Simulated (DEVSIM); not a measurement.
Device: Schottky contact on n-type Si, at 300 K.

| layer (left to right) | material | thickness (μm) | Nd (cm⁻³) | τn (s) | τp (s) |
|---|---|---|---|---|---|
| 1 | Si | 0.360 | 3.4e15 | 1.3e-6 | 1.3e-6 |
| 2 | Si | 12.0 | 1.3e18 | 1.3e-6 | 1.3e-6 |

Left contact: Schottky, work function 4.85 eV, emission velocity 8.9e6 cm/s. Right contact: ohmic. Voltage is applied to the left contact. Recombination: SRH at mid-gap, Auger. Mobility is constant in doping. Where it depends on doping, it is μmin + (μ − μmin)/(1 + (N/Nref)^α).

This is a model device: material constants are rounded textbook-type values typed into the input, and sizes, dopings and lifetimes were drawn at random. Values at 300 K; Nc and Nv go as T^1.5, mobilities as T to minus their exponent, the gap by Varshni's rule with the affinity fixed. The table also holds parameters that only a changed run uses.

```csv
parameter,Si
gap (eV),1.124
affinity (eV),4.05
permittivity,11.7
Nc (cm⁻³),2.86e19
Nv (cm⁻³),3.1e19
μn (cm²/Vs),1417
μp (cm²/Vs),470
"μn,min",52
"μp,min",45
"Nref,n",9.7e16
"Nref,p",2.2e17
αn,0.68
αp,0.72
T exponent of μn,2.3
T exponent of μp,2.2
Cn (cm⁶/s),2.8e-31
Cp (cm⁶/s),9.9e-32
Varshni α (eV/K),0.000473
Varshni β (K),636
```

Simulated with DEVSIM: 1D drift-diffusion, Boltzmann statistics, complete ionisation; no tunnelling, impact ionisation, image-force lowering or self-heating. Metal contacts follow the ideal Schottky-Mott rule: no Fermi-level pinning, no interface dipoles.

Base results: potential step across the device at zero bias (V) 0.720; dark forward voltage at 100 A/cm² (V) 0.486.

Task: What follows from this one change: thickness of layer 1 0.36 → 0.22 μm?

Result: potential step across the device at zero bias little changed (0.720 V); dark forward voltage at 100 A/cm² 0.486 → 0.481 V.

Task: What follows from this one change: temperature 300 → 500 K?

Result: potential step across the device at zero bias 0.720 → 0.634 V; dark forward voltage at 100 A/cm² 0.486 → 0.242 V.

Task: What follows from this one change: doping Nd of layer 1 3.4e+15 → 1e+17 cm^-3?

Result: potential step across the device at zero bias little changed (0.720 V); dark forward voltage at 100 A/cm² 0.486 → 0.469 V.

Task: What follows from this one change: doping Nd of layer 2 1.3e+18 → 3.9e+16 cm^-3?

Result: potential step across the device at zero bias 0.720 → 0.629 V; dark forward voltage at 100 A/cm² 0.486 → 0.499 V.
